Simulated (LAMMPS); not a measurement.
Molecular dynamics of a melt made from Si (diamond structure), 1728 atoms, at 1350 K and 0 GPa, brought to that temperature within a few picoseconds.

Method: classical MD, pair style edip, file Si.edip (LAMMPS).

Problem. Give probability per degree against angle (°) as the simulation yields it.

Solution. State found: liquid.
| angle (°) | probability per degree, Si-Si-Si |
|---|---|
| 46.50 | 0.0000 |
| 49.50 | 0.0003 |
| 52.50 | 0.0017 |
| 55.50 | 0.0045 |
| 58.50 | 0.0068 |
| 61.50 | 0.0060 |
| 64.50 | 0.0036 |
| 67.50 | 0.0023 |
| 70.50 | 0.0031 |
| 73.50 | 0.0051 |
| 76.50 | 0.0078 |
| 79.50 | 0.0095 |
| 82.50 | 0.0112 |
| 85.50 | 0.0125 |
| 88.50 | 0.0134 |
| 91.50 | 0.0149 |
| 94.50 | 0.0155 |
| 97.50 | 0.0169 |
| 100.5 | 0.0182 |
| 103.5 | 0.0186 |
| 106.5 | 0.0189 |
| 109.5 | 0.0167 |
| 112.5 | 0.0158 |
| 115.5 | 0.0142 |
| 118.5 | 0.0126 |
| 121.5 | 0.0103 |
| 124.5 | 0.0092 |
| 127.5 | 0.0078 |
| 130.5 | 0.0073 |
| 133.5 | 0.0065 |
| 136.5 | 0.0059 |
| 139.5 | 0.0052 |
| 142.5 | 0.0050 |
| 145.5 | 0.0040 |
| 148.5 | 0.0038 |
| 151.5 | 0.0034 |
| 154.5 | 0.0032 |
| 157.5 | 0.0027 |
| 160.5 | 0.0025 |
| 163.5 | 0.0021 |
| 166.5 | 0.0015 |
| 169.5 | 0.0014 |
| 172.5 | 0.0008 |
| 175.5 | 0.0005 |
| 178.5 | 0.0001 |

Caution: this liquid lies under the melting point of about 1580 K that Si.edip gives, so it is undercooled.
